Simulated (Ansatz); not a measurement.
A (8,0) AlN nanotube has 32 atoms in a period of 5.375 Å, a mean diameter of 8.08 Å, and lies 60 meV/atom over the flat sheet relaxed at the same level.

Level of theory: PBE (plane waves to 420 eV, PAW; Ansatz, a first-principles code). Mesh 1×1×6. No spin polarisation. One-dimensional cell, images about 11 Å apart. A hypothetical model, rolled from the flat sheet. Only distortions within the start's symmetry and period were free.

**Question.** Which bending rigidity of the sheet does this imply in the thin-plate picture?

**Answer.** A plate bent to radius R stores D/(2R²) an area. The area an atom is π × 8.08 × 5.375/32 = 4.26 Å², so the stored energy is 0.060/4.26 = 0.0141 eV/Å². With R = 4.040 Å, D = 2R² × 0.0141 = 0.46 eV.
